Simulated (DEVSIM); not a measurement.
System: illuminated Si n-on-p cell, one wavelength, at 350 K.

Layer 1 from the left is Si, thickness (μm) 0.0830, Nd (cm⁻³) 2.7e18, τn (s) 7.5e-5, τp (s) 9.4e-6, absorption coefficient (cm⁻¹) 280. Layer 2 from the left is Si, thickness (μm) 36.0, Na (cm⁻³) 1e16, τn (s) 0.00015, τp (s) 0.00015, absorption coefficient (cm⁻¹) 280.

Left contact: ohmic, minority hole recombination velocity 700 cm/s. Right contact: ohmic, minority electron recombination velocity 3e6 cm/s. Voltage is applied to the left contact. Recombination: SRH at mid-gap, radiative, Auger. Light enters at the left, 1.3e18 photons cm⁻² s⁻¹, one pass, no reflection. Mobility is μmin + (μ − μmin)/(1 + (N/Nref)^α).

Constants are typed, rounded textbook-type inputs, not results; the design itself was drawn at random and stands for no fabricated device. Values at 300 K; Nc and Nv go as T^1.5, mobilities as T to minus their exponent, the gap by Varshni's rule with the affinity fixed.

Si: gap (eV) 1.124, affinity (eV) 4.05, permittivity 11.7, Nc (cm⁻³) 2.86e19, Nv (cm⁻³) 3.1e19, μn (cm²/Vs) 1417, μp (cm²/Vs) 470, μn,min 52, μp,min 45, Nref,n 9.7e16, Nref,p 2.2e17, αn 0.68, αp 0.72, T exponent of μn 2.3, T exponent of μp 2.2, B (cm³/s) 4.7e-15, Cn (cm⁶/s) 2.8e-31, Cp (cm⁶/s) 9.9e-32, Varshni α (eV/K) 0.000473, Varshni β (K) 636.

DEVSIM, 1D drift-diffusion, Boltzmann statistics, complete ionisation; no tunnelling, impact ionisation, image-force lowering or self-heating.

Dark forward current:

| |V| (V) | |J| (A/cm²) |
|---|---|
| 0.05 | 6.900e-8 |
| 0.10 | 4.279e-7 |
| 0.15 | 2.304e-6 |
| 0.20 | 1.213e-5 |
| 0.25 | 6.363e-5 |
| 0.30 | 0.0003337 |
| 0.35 | 0.001750 |
| 0.40 | 0.009174 |
| 0.45 | 0.04803 |
| 0.50 | 0.2496 |
| 0.55 | 1.255 |
| 0.60 | 5.651 |
| 0.65 | 20.95 |
| 0.70 | 64.26 |
| 0.75 | 172.8 |
| 0.80 | 425.5 |
| 0.85 | 963.9 |
| 0.90 | 1931 |
| 0.95 | 3314 |

Work out the local ideality factor n = ΔV / (kT/q · ln(J2/J1)) between the rows 0.15 and 0.20 V, 0.90 and 0.95 V.

kT/q = 30.16 mV. From 0.15 to 0.20 V: ln(1.213e-5/2.304e-6) = 1.661, n = 1.00, near the 1 of diffusion or emission over a barrier. From 0.90 to 0.95 V: ln(3314/1931) = 0.540, n = 3.07.

What current could the absorbed light give at most, and what share is collected?

Σ αd = 1.01, so qΦ(1 − exp(−Σ αd)) = 132 mA/cm². The simulated short-circuit current is 78.31 mA/cm², a share of 0.59.

Estimate the open-circuit voltage by superposition: the voltage at which the dark current equals that short-circuit current.

Interpolating ln J in the table gives 0.465 V. The simulation gives 0.464 V, the same within the digits that matter. Superposition holds where collection doesn't change with voltage.

Estimate the fill factor from FF0 = (v − ln(v + 0.72))/(v + 1), v = qVoc/(nkT), with n from the dark curve.

The rows about Voc, 0.45 and 0.50 V, give n = 1.01, so v = 15.3 and FF0 = 0.768. The simulation gives 0.766, the same within the digits that matter.
